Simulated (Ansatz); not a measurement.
Here is the system:

```yaml
crystal:
  lattice:
    - [3.98835, 0.00000, 0.00000]
    - [0.00000, 3.98835, 0.00000]
    - [0.00000, 0.00000, 5.59805]
  atoms:
    - { symbol: Zn, position: [0.00000, 0.00000, 0.00000] }
    - { symbol: Sn, position: [0.50000, 0.50000, 0.50000] }
    - { symbol: P, position: [0.00000, 0.50000, 0.22427] }
    - { symbol: P, position: [0.50000, 0.00000, 0.77573] }
```

Level of theory: PBEsol, rigid bands (plane waves, PAW, scalar-relativistic; Ansatz, an electronic-structure program). Cell: cell and atoms relaxed with PBEsol.

Task: Predict the hole conductivity mass (n e² τ/σ) at 300 K, by direction if it differs.

Result: 0.36 (x), 0.36 (y), 0.40 (z) mₑ.

Task: What conductivity effective mass do dilute electrons have at 300 K?

Result: 0.161 (x), 0.161 (y), 0.194 (z) mₑ.

Task: And the band gap?

Result: 0.49 eV at this level; semilocal functionals usually fall short of the measured gap.

Rigid bands, one relaxation time for all states, no polarons. Spin-orbit coupling is left out; where it splits the top of the valence band it changes the hole mass and lowers the gap by about a third of the splitting.

Computed structure, not matched to a measured one here, so possibly hypothetical: ZnSnP2 (P-4m2).
